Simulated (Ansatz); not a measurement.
Response to strain in Cu

The parent structure is Cu in the fcc (Cu type) structure (space group Fm-3m, No. 225; relaxed with 0.1 eV smearing).

```
Cu
1.0
    0.00000     1.78169     1.78169
    1.78169     0.00000     1.78169
    1.78169     1.78169     0.00000
Cu
1
Direct
  0.00000   0.00000   0.00000
```

Cartesian axes are those of the cell as printed.

Strains are applied to the cell and any free atomic positions relax; under biaxial strain the out-of-plane vector relaxes too; under stress the whole cell relaxes.

Method: plane-wave PAW DFT at the PBEsol level (Ansatz, an electronic-structure program, 420 eV), no spin-orbit coupling, earlier PAW set.

Notes on the quantities. pressure: mean of the normal stresses, compression positive; energy relative to the base: free energy F.

| case | volume per atom | pressure | space group | energy relative to the base |
|---|---|---|---|---|
| base | 11.31 Å³ | 0.0 GPa | Fm-3m (No. 225) | 0 meV/atom |
| biaxial strain +1.47 %, plane normal [001], relaxed out of plane | 11.40 Å³ | -1.2 GPa | I4/mmm (No. 139) | +2.1 meV/atom |
| biaxial strain +0.81 %, plane normal [111], relaxed out of plane | 11.43 Å³ | -1.7 GPa | R-3m (No. 166) | +1.5 meV/atom |
| isotropic strain +1.32 % | 11.77 Å³ | -6.0 GPa | Fm-3m (No. 225) | +8.8 meV/atom |
| tensor shear ε_xz = −2.47 % | 11.30 Å³ | 0.4 GPa | Immm (No. 71) | +8.2 meV/atom |
| uniaxial stress, 0.5 GPa tension along x | 11.32 Å³ | – | I4/mmm (No. 139) | +0.1 meV/atom |

Stability under load was not tested beyond the relaxation. All final runs are without spin polarisation.
